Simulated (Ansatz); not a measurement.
# Hypothetical I4_132 B: pressure series

The reference is B (space group I4_132, No. 214; a = 4.633 Å; a hypothetical phase, not in the database extracts checked).

Cell and atoms are relaxed at each pressure.

Levels (all Ansatz, a quantum-chemistry and plane-wave program, PAW): PBEsol (420 eV, no SOC); HSE06 (420 eV, without spin-orbit coupling).

Band gaps by level, all at the geometries relaxed with PBEsol:

```json
[
 {"case": "base", "PBEsol": "1.41 eV", "HSE06": "2.43 eV"},
 {"case": "pressure −2 GPa", "PBEsol": "1.41 eV", "HSE06": "2.43 eV"},
 {"case": "pressure −1 GPa", "PBEsol": "1.41 eV", "HSE06": "2.43 eV"},
 {"case": "pressure 0.3 GPa", "PBEsol": "1.41 eV", "HSE06": "2.43 eV"},
 {"case": "pressure 0.7 GPa", "PBEsol": "1.41 eV", "HSE06": "2.43 eV"},
 {"case": "pressure 1.5 GPa", "PBEsol": "1.41 eV", "HSE06": "2.43 eV"},
 {"case": "pressure 5 GPa", "PBEsol": "1.41 eV", "HSE06": "2.42 eV"},
 {"case": "pressure 7.5 GPa", "PBEsol": "1.40 eV", "HSE06": "2.43 eV"}
]
```

Single points use the geometry relaxed with PBEsol. The hybrid gap comes from the SCF mesh plus the semilocal run's edge points and a few special points and is an upper bound. Load acts through the strain it causes; cell and atoms are relaxed under it. No phonon test of stability was made. Competing high-pressure phases were not computed.
